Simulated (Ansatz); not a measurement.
RhN (model structure, started from the WC type, P-6m2, No. 187, 2 atoms in the cell) was calculated with LDA (Ansatz, a program for electronic structure, PAW).

Settings: plane-wave cutoff 520 eV, 24×24×20 k mesh (along the axes of the cell as run), Fermi–Dirac smearing 0.05 eV, no spin polarisation, scalar-relativistic PAW data made under PBE.

Cell (relaxed at this level):

RhN has the hexagonal space group P-6m2 (No. 187), Pearson symbol hP2. Conventional cell: a = b = 2.9318 Å, c = 2.6793 Å, α = β = 90.00°, γ = 120.00°. Rh on 1a has 6 N at 2.159 Å (trigonal prismatic). N on 1f has 6 Rh at 2.159 Å (trigonal prismatic). (Neighbours: up to the widest gap in distance over summed covalent radii, below 1.35, at either atom; cation-cation and far metal-metal contacts left out.)

Q: Predict the bulk modulus.

A: 
bulk modulus: 270 GPa

Note: the run has no spin polarisation, so it can have missed a magnetic state; the bulk modulus is −V dP/dV from two relaxed cells at ±2 % in volume; the relaxation could raise the start's symmetry but not lower it, so the cell can be a saddle point.

Static lattice: no zero-point or thermal effects.

A model structure was made by putting elements into a prototype or built by hand; it is no filed structure, need not be a known phase, and can be a saddle point held by its symmetry.
